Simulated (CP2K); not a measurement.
CP2K run on a (001) slab of Te (cut from a parent of space group no. 152; 3 atoms in the cell): self-consistent single point.

Method: LDA (Pade form), GPW, DZVP-MOLOPT-SR-GTH basis, GTH-PADE potentials (GTH_POTENTIALS) run with CP2K.

```
Te
1.0
    4.43770     0.00000     0.00000
   -2.21885     3.84316     0.00000
    0.00000     0.00000    17.93360
Te
3
Cartesian
 -0.58356   1.01075   8.96680
  1.63529   2.83241  10.93359
  1.16712   0.00000   7.00000
```

Reference input (self-consistent single point, DFT LDA (Pade form), GPW, DZVP-MOLOPT-SR-GTH basis, GTH-PADE potentials (GTH_POTENTIALS)): CUTOFF = 400 Ry; REL_CUTOFF = 50 Ry; SMEAR/METHOD = FERMI_DIRAC; ELECTRONIC_TEMPERATURE = 232.09 K; KPOINTS/SCHEME = MONKHORST-PACK 3 3 1; XC_FUNCTIONAL = PADE; Te/BASIS_SET = DZVP-MOLOPT-SR-GTH-q6; Te/POTENTIAL = GTH-PADE-q6; METHOD = GPW; EPS_DEFAULT = 1e-10; NGRIDS = 4; SCF_GUESS = ATOMIC. This run's input differs from it in these lines:

```diff
@@ -40,3 +40,4 @@
     &KPOINTS
-      SCHEME MONKHORST-PACK 3 3 1
+      SCHEME MONKHORST-PACK 12 12 1
+      GAMMA_CENTERED T
     &END KPOINTS
```

Log, with long lists cut:

```
 SCF WAVEFUNCTION OPTIMIZATION

  Step     Update method      Time    Convergence         Total energy    Change
     1 NoMix/Diag. 0.40E+00      -     0.46337796       -24.6490529400 -2.46E+01
     2 Broy./Diag. 0.40E+00      -     0.06557676       -24.9751008363 -3.26E-01
     3 Broy./Diag. 0.40E+00      -     0.12601791       -24.8544157945  1.21E-01
     4 Broy./Diag. 0.40E+00      -     0.00785048       -24.7573470953  9.71E-02
     5 Broy./Diag. 0.40E+00      -     0.00690848       -24.6920251341  6.53E-02
     6 Broy./Diag. 0.40E+00      -     0.00194153       -24.6585260102  3.35E-02
   [... 10 lines left out ...]
    17 Broy./Diag. 0.40E+00      -     0.00000299       -24.6425720317  6.28E-06
    18 Broy./Diag. 0.40E+00      -     0.00000141       -24.6425719785  5.33E-08
    19 Broy./Diag. 0.40E+00      -     0.00000201       -24.6425704010  1.58E-06
    20 Broy./Diag. 0.40E+00      -     0.00000048       -24.6425732931 -2.89E-06
  *** SCF run converged in    20 steps ***

  Overlap energy of the core charge distribution:               0.00000000075497
  Self energy of the core charge distribution:                -52.98476088970233
  Core Hamiltonian energy:                                     10.38176029291388
  Hartree energy:                                              23.19688726109359
  Exchange-correlation energy:                                 -5.23641948885356
  Electronic entropic energy:                                  -0.00004046935972
  Fermi energy:                                                -0.08339401624305

  Total energy:                                               -24.64257329311505
  Total energy (extrapolated to T->0):                        -24.64255305843519

   [... lines left out ...]

 STRESS| Analytical stress tensor [bar]
 STRESS|                        x                   y                   z
 STRESS|      x       -1.86145904254E+04  -2.99032641552E+03  -6.07745259799E+03
 STRESS|      y       -2.99032641552E+03  -1.51615956186E+04  -3.50879869557E+03
 STRESS|      z       -6.07745259799E+03  -3.50879869557E+03  -1.64160546436E+04
 STRESS| 1/3 Trace                                            -1.67307468958E+04
```

The run converged in 20 iterations. Against the reference run the free energy rises by 15.6 meV/atom and the largest force goes from 0.924 to 0.879 eV/Å.

The starting cell has typed, rounded lattice constants, without a prior relaxation at this level. The slab is cut from that crystal, and its faces are unrelaxed. Its lattice was rescaled by up to half a per cent. Spin polarisation is off, though cut faces can carry moments; the slab shows no gap. Values carry the incompleteness of an atom-centred basis.
